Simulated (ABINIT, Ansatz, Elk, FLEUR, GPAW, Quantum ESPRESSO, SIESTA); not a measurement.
One structure in several programs: MgS (F-43m, 2 atoms in the cell)

Self-consistent single point.

```xyz
2
Lattice="0.0000 2.8331 2.8331 2.8331 0.0000 2.8331 2.8331 2.8331 0.0000" Properties=species:S:1:pos:R:3 pbc="T T T"
Mg     0.0000     0.0000     0.0000
S      4.2497     4.2497     4.2497
```

Shared settings, as Ansatz (a first-principles code) writes them: kpoints.mp_grid.grid = 6 6 6; scf.occupations.method = fixed. Potentials and cutoffs stand in the table.

```json
[
 {"code": "Elk", "model": "PBEsol, all-electron FP-LAPW, Elk's shipped species files, LAPW+lo basis", "pressure (GPa)": "–", "gap on the mesh (eV)": "3.208", "cutoff": "rgkmax 7.5"},
 {"code": "GPAW", "model": "PBEsol, GPAW PAW datasets PBEsol (made by gpaw-setup)", "pressure (GPa)": "-0.36", "gap on the mesh (eV)": "3.280", "cutoff": "850 eV"},
 {"code": "Ansatz", "model": "PBEsol, PAW files made with PBE", "pressure (GPa)": "-0.45", "gap on the mesh (eV)": "3.283", "cutoff": "default"},
 {"code": "Quantum ESPRESSO", "model": "PBEsol, PseudoDojo standard norm-conserving (PBESOL) pseudopotentials", "pressure (GPa)": "-0.41", "gap on the mesh (eV)": "3.276", "cutoff": "85 Ry"},
 {"code": "SIESTA", "model": "GGA PBEsol, numerical atomic orbitals TZP, PseudoDojo PBEsol standard norm-conserving potentials (rewritten from UPF to PSML)", "pressure (GPa)": "1.09", "gap on the mesh (eV)": "3.339", "cutoff": "grid 400 Ry"},
 {"code": "FLEUR", "model": "PBEsol, all-electron FLAPW (FLEUR), scalar-relativistic valence", "pressure (GPa)": "–", "gap on the mesh (eV)": "3.306", "cutoff": "Kmax 3.6 1/bohr"},
 {"code": "ABINIT", "model": "PBEsol, norm-conserving pseudopotentials (PseudoDojo nc-sr-04 PBEsol standard)", "pressure (GPa)": "-0.42", "gap on the mesh (eV)": "3.276", "cutoff": "1143 eV"}
]
```

A dash marks a value that a program does not give, or that is left out as unsure.

Gaps are read on the mesh.

The spread over the programs that give each value: pressure within 1.54 GPa; gap on the mesh within 0.131 eV.

SIESTA uses small atom-centred bases, whose incompleteness enters pressures, forces and empty levels differently from a plane-wave cutoff. Elk and FLEUR treat all electrons, but the usual bases taken here (sphere radii, linearisation, local orbitals, empty states) were not tested for convergence, so the values are no reference for the others. Ansatz's pressure is given at a fixed set of plane waves, as the other plane-wave codes print theirs. In the pressure, SIESTA (by 1.51) lies more than 1 GPa from the median of the plane-wave programs.

On the base mesh (10 10 10) the same programs gave: Ansatz pressure -0.45 GPa, gap on the mesh 3.283 eV; Quantum ESPRESSO pressure -0.42 GPa, gap on the mesh 3.276 eV; ABINIT pressure -0.42 GPa, gap on the mesh 3.276 eV; GPAW pressure -0.37 GPa, gap on the mesh 3.281 eV; Elk gap on the mesh 3.209 eV; FLEUR gap on the mesh 3.307 eV; SIESTA pressure 1.08 GPa, gap on the mesh 3.339 eV.

The starting cell comes from a database of computed structures (which also holds hypothetical and non-ambient phases and stackings), without a prior relaxation at this level.

Left out of this page: CP2K (on another mesh).

Keys are those of Ansatz 0.2.
